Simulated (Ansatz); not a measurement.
# Os, thickness series

Base system: Os in the hcp (Mg type) structure (space group P6_3/mmc, No. 194; a = 2.739 Å, c = 4.317 Å). Axes: x lies along a and z along c of the hexagonal cell.

Free-standing slabs (1 atom(s) a layer) normal to the z axis with 15 Å of vacuum; in-plane cell held at bulk.

Method: r2SCAN (Ansatz, a first-principles code), without spin-orbit coupling, earlier PAW set.

Notes on the quantities. excess energy per area of both faces: slab less bulk energy over the cell's area: twice a surface energy; uncertain by up to 0.2 J/m²; layer's space group: with vacuum.

```csv
case,excess energy per area of both faces,layer's space group,shortest interatomic distance
base,–,–,2.676 Å
1 layer,–,P6/mmm (No. 191),2.739 Å
2 layers,6.09 J/m²,P-3m1 (No. 164),2.557 Å
3 layers,6.1 J/m²,P-6m2 (No. 187),2.613 Å
4 layers,6.5 J/m²,P-3m1 (No. 164),2.618 Å
5 layers,6.6 J/m²,P-6m2 (No. 187),2.605 Å
6 layers,6.4 J/m²,P-3m1 (No. 164),2.606 Å
7 layers,6.4 J/m²,P-6m2 (No. 187),2.613 Å
```

The excess energy carries the mismatch between the slab's and the bulk's meshes. Whether these cells are dynamically stable was not tested. All final runs are without spin polarisation.
